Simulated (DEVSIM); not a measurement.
Device: CdS/CdTe n-p heterojunction, at 300 K.

```tsv
layer (left to right)	material	thickness (μm)	Nd (cm⁻³)	Na (cm⁻³)	τn (s)	τp (s)
1	CdS	0.730	1.1e18	-	3.2e-10	3.2e-10
2	CdTe	0.210	-	2.6e17	3.2e-10	3.2e-10
```

Left contact: ohmic. Right contact: ohmic. Voltage is applied to the left contact. Recombination: SRH at mid-gap. Mobility is μmin + (μ − μmin)/(1 + (N/Nref)^α).

Constants are typed, rounded textbook-type inputs, not results; the design itself was drawn at random and stands for no fabricated device. Values at 300 K.

| parameter | CdS | CdTe |
|---|---|---|
| gap (eV) | 2.4 | 1.5 |
| affinity (eV) | 4.3 | 4.28 |
| permittivity | 9 | 10.2 |
| Nc (cm⁻³) | 2.2e18 | 8e17 |
| Nv (cm⁻³) | 1.8e19 | 1.8e19 |
| μn (cm²/Vs) | 300 | 1000 |
| μp (cm²/Vs) | 25 | 80 |
| μn,min | 30 | 100 |
| μp,min | 3 | 10 |
| Nref,n | 1e17 | 1e17 |
| Nref,p | 1e17 | 1e17 |
| αn | 0.6 | 0.6 |
| αp | 0.6 | 0.6 |

Simulated with DEVSIM: 1D drift-diffusion, Boltzmann statistics, complete ionisation; no tunnelling, impact ionisation, image-force lowering or self-heating. Band offsets follow the typed affinities; no thermionic-emission limit at abrupt steps, no polarisation charge.

Tabulate band edges, carrier densities and field at -1.1 V on the left contact.

Energies count from the Fermi level of the right contact; mesh points crowd at the junctions.

```json
[
 {"x (μm)": "0.000", "Ec (eV)": "1.118", "Ev (eV)": "-1.282", "n (cm⁻³)": "1.1e18", "p (cm⁻³)": "< 1e2", "field (V/cm)": "≈ 0"},
 {"x (μm)": "0.004403", "Ec (eV)": "1.118", "Ev (eV)": "-1.282", "n (cm⁻³)": "1.1e18", "p (cm⁻³)": "< 1e2", "field (V/cm)": "≈ 0"},
 {"x (μm)": "0.01352", "Ec (eV)": "1.118", "Ev (eV)": "-1.282", "n (cm⁻³)": "1.1e18", "p (cm⁻³)": "< 1e2", "field (V/cm)": "≈ 0"},
 {"x (μm)": "0.03015", "Ec (eV)": "1.118", "Ev (eV)": "-1.282", "n (cm⁻³)": "1.1e18", "p (cm⁻³)": "< 1e2", "field (V/cm)": "≈ 0"},
 {"x (μm)": "0.08007", "Ec (eV)": "1.118", "Ev (eV)": "-1.282", "n (cm⁻³)": "1.1e18", "p (cm⁻³)": "< 1e2", "field (V/cm)": "≈ 0"},
 {"x (μm)": "0.1569", "Ec (eV)": "1.118", "Ev (eV)": "-1.282", "n (cm⁻³)": "1.1e18", "p (cm⁻³)": "< 1e2", "field (V/cm)": "≈ 0"},
 {"x (μm)": "0.3160", "Ec (eV)": "1.118", "Ev (eV)": "-1.282", "n (cm⁻³)": "1.1e18", "p (cm⁻³)": "< 1e2", "field (V/cm)": "≈ 0"},
 {"x (μm)": "0.5484", "Ec (eV)": "1.118", "Ev (eV)": "-1.282", "n (cm⁻³)": "1.1e18", "p (cm⁻³)": "< 1e2", "field (V/cm)": "≈ 0"},
 {"x (μm)": "0.6408", "Ec (eV)": "1.118", "Ev (eV)": "-1.282", "n (cm⁻³)": "1.1e18", "p (cm⁻³)": "< 1e2", "field (V/cm)": "≈ 0"},
 {"x (μm)": "0.6855", "Ec (eV)": "1.118", "Ev (eV)": "-1.282", "n (cm⁻³)": "1.1e18", "p (cm⁻³)": "< 1e2", "field (V/cm)": "≈ 0"},
 {"x (μm)": "0.7089", "Ec (eV)": "1.118", "Ev (eV)": "-1.282", "n (cm⁻³)": "1.1e18", "p (cm⁻³)": "< 1e2", "field (V/cm)": "650"},
 {"x (μm)": "0.7242", "Ec (eV)": "1.135", "Ev (eV)": "-1.265", "n (cm⁻³)": "5.7e17", "p (cm⁻³)": "< 1e2", "field (V/cm)": "45000"},
 {"x (μm)": "0.7295", "Ec (eV)": "1.179", "Ev (eV)": "-1.221", "n (cm⁻³)": "1.0e17", "p (cm⁻³)": "< 1e2", "field (V/cm)": "130000"},
 {"x (μm)": "0.7333", "Ec (eV)": "1.243", "Ev (eV)": "-0.257", "n (cm⁻³)": "3.1e15", "p (cm⁻³)": "8.8e14", "field (V/cm)": "110000"},
 {"x (μm)": "0.7446", "Ec (eV)": "1.334", "Ev (eV)": "-0.166", "n (cm⁻³)": "9.3e13", "p (cm⁻³)": "2.9e16", "field (V/cm)": "56000"},
 {"x (μm)": "0.7616", "Ec (eV)": "1.383", "Ev (eV)": "-0.117", "n (cm⁻³)": "1.4e13", "p (cm⁻³)": "1.9e17", "field (V/cm)": "10000"},
 {"x (μm)": "0.7933", "Ec (eV)": "1.390", "Ev (eV)": "-0.110", "n (cm⁻³)": "8.4e12", "p (cm⁻³)": "2.6e17", "field (V/cm)": "160"},
 {"x (μm)": "0.8509", "Ec (eV)": "1.391", "Ev (eV)": "-0.110", "n (cm⁻³)": "5.1e12", "p (cm⁻³)": "2.6e17", "field (V/cm)": "≈ 0"},
 {"x (μm)": "0.9050", "Ec (eV)": "1.391", "Ev (eV)": "-0.110", "n (cm⁻³)": "2.0e12", "p (cm⁻³)": "2.6e17", "field (V/cm)": "≈ 0"},
 {"x (μm)": "0.9236", "Ec (eV)": "1.391", "Ev (eV)": "-0.110", "n (cm⁻³)": "9.3e11", "p (cm⁻³)": "2.6e17", "field (V/cm)": "≈ 0"},
 {"x (μm)": "0.9335", "Ec (eV)": "1.391", "Ev (eV)": "-0.110", "n (cm⁻³)": "3.7e11", "p (cm⁻³)": "2.6e17", "field (V/cm)": "≈ 0"},
 {"x (μm)": "0.9400", "Ec (eV)": "1.391", "Ev (eV)": "-0.110", "n (cm⁻³)": "< 1e2", "p (cm⁻³)": "2.6e17", "field (V/cm)": "≈ 0"}
]
```
